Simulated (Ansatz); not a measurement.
Input:

End structure of the (0001) surface of hexagonal WC in its 1x1 cell (cut with top plane W, bottom plane C), outermost plane spacing 1.42 Å in the ideal cut:

```
CELL_PARAMETERS angstrom
      2.92206     0.00000     0.00000
     -1.46103     2.53057     0.00000
      0.00000     0.00000    32.00000
ATOMIC_POSITIONS crystal
  C  0.66667 0.33333 0.26322
  W  0.00000 0.00000 0.29735
  C  0.66667 0.33333 0.34483
  W  0.00000 0.00000 0.38795
  C  0.66667 0.33333 0.43286
  W  0.00000 0.00000 0.47701
  C  0.66667 0.33333 0.52182
  W  0.00000 0.00000 0.56598
  C  0.66667 0.33333 0.61088
  W  0.00000 0.00000 0.65505
  C  0.66667 0.33333 0.70031
  W  0.00000 0.00000 0.74275
```

Slab: 12 atoms, C6W6, 15.7 Å thick at the start; k 15x15x1, smearing 0.1 eV, dipole-corrected; all atoms relaxed; start symmetry kept, larger cells not searched; no spin, no spin-orbit, no U.

**Question.** Estimate the work function of the top face that PBE (Ansatz, a program for electronic structure) returns for this input.

**Answer.** 4.96 eV

**Question.** Predict the surface energy (mean of two unlike faces) from PBE.

**Answer.** 293 meV/Å²
